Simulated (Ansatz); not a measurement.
## Converging the k-point mesh: CaIr2 (R3m, 6 atoms in the cell)

```
CELL_PARAMETERS angstrom
      0.00000     3.79002     3.79002
      3.79002     0.00000     3.79002
      3.79002     3.79002     0.00000
ATOMIC_POSITIONS crystal
  Ca 0.25381 0.25381 0.25381
  Ca 0.00000 0.00000 0.00000
  Ir 0.62500 0.62500 0.62500
  Ir 0.12500 0.62500 0.62500
  Ir 0.62500 0.62500 0.12500
  Ir 0.62500 0.12500 0.62500
```

Method: PBEsol, default PAW files made with PBE (plane waves; Ansatz, a program for electronic structure).

Base settings: basis.ecutwfc = 30.9 Ry; kpoints.mp_grid.grid = 8 8 8; hamiltonian.xc = pbesol; hamiltonian.pseudopotentials = {kind: paw} (the program's default PAW files); scf.occupations.method = fermi_dirac; scf.occupations.width = 0.0073 Ry.

The second cell is the first with its lattice scaled by 0.98.

Only quantities that move along the ladder and can be compared are tabulated.

The count of work is k-points × plane waves × bands × iterations; it is no time. Core times come from one kind of shared machine, to one figure; runs under 30 s give none.

The starting cell comes from a database of computed structures (which also holds hypothetical and non-ambient phases and stackings), without a prior relaxation at this level. Its lattice was rescaled by up to half a per cent. One atom was moved a little off its site on purpose. Spin polarisation is off. In the base run, with a pressure of about -6 GPa the cell is away from its equilibrium volume at this level. Ansatz's pressure includes its estimate of the finite-basis (Pulay) stress.

| kpoints.mp_grid.grid | free energy less the last step's (meV/atom) | energy of the compressed cell less the first (meV/atom) | pressure (GPa) | largest difference of a force vector from the last step's (eV/Å) | count of work / last | core time / last (rough) |
|---|---|---|---|---|---|---|
| 2 2 2 | -82.30 | -1.15 | -5.30 | 0.034 | 0.0060 | – |
| 3 3 3 | 6.84 | -2.94 | -5.65 | 0.003 | 0.010 | – |
| 4 4 4 | 11.36 | -6.35 | -6.10 | 0.004 | 0.022 | – |
| 5 5 5 | 1.32 | -7.01 | -6.17 | 0.001 | 0.033 | – |
| 6 6 6 | -0.88 | -7.40 | -6.21 | 0.000 | 0.055 | – |
| 8 8 8 | -0.41 | -7.23 | -6.20 | 0.000 | 0.11 | – |
| 9 9 9 | 0.03 | -7.14 | -6.19 | 0.000 | 0.15 | – |
| 11 11 11 | 0.15 | -7.16 | -6.19 | 0.000 | 0.25 | 0.2 |
| 16 16 16 | 0.03 | -7.17 | -6.19 | 0.000 | 0.72 | 0.7 |
| 18 18 18 | 0.00 | -7.17 | -6.19 | 0.000 | 1.0 | 1 |

Coarsest kpoints.mp_grid.grid that holds the pressure within 0.5 GPa of the last step, with all finer ones: 4 4 4, at 0.022 of the last step's count of work; the step before is off by 0.54 GPa.

Coarsest kpoints.mp_grid.grid that holds the energy of the compressed cell less the first within 0.2 meV/atom of the last step, with all finer ones: 8 8 8, at 0.11 of the last step's count of work; the step before is off by 0.23 meV/atom.

Coarsest kpoints.mp_grid.grid that holds the free energy within 0.5 meV/atom of the last step, with all finer ones: 8 8 8, at 0.11 of the last step's count of work; the step before is off by 0.88 meV/atom.

The energy difference between the two cells stays within 1 meV/atom of the last step's from 4 4 4 on, the total only from 6 6 6 on: much of the error is common to both cells and cancels.

Keys are those of Ansatz 0.2.
